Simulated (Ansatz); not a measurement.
BeTe, response to strain

The reference is BeTe in the zinc blende structure (space group F-43m, No. 216).

```yaml
crystal:
  lattice:
    - [0.00000, 2.80217, 2.80217]
    - [2.80217, 0.00000, 2.80217]
    - [2.80217, 2.80217, 0.00000]
  atoms:
    - { symbol: Be, position: [0.00000, 0.00000, 0.00000] }
    - { symbol: Te, position: [0.25000, 0.25000, 0.25000] }
```

Cartesian axes are those of the cell as printed.

Strains are applied to the cell and any free atomic positions relax; under biaxial strain the out-of-plane vector relaxes too.

All numbers come from PBEsol (Ansatz, a quantum-chemistry and plane-wave program, PAW, no SOC).

Candidates:
(a) biaxial strain +2.50 %, plane normal [001], relaxed out of plane
(b) biaxial strain −2.00 %, plane normal [001], relaxed out of plane
(c) biaxial strain +1.00 %, plane normal [001], relaxed out of plane

**Question.** Order them by out-of-plane strain, highest first.

**Answer.** (b) biaxial strain −2.00 %, plane normal [001], relaxed out of plane (+1.59 %), (c) biaxial strain +1.00 %, plane normal [001], relaxed out of plane (-0.80 %), (a) biaxial strain +2.50 %, plane normal [001], relaxed out of plane (-2.05 %)

Stability against distortions was not tested.
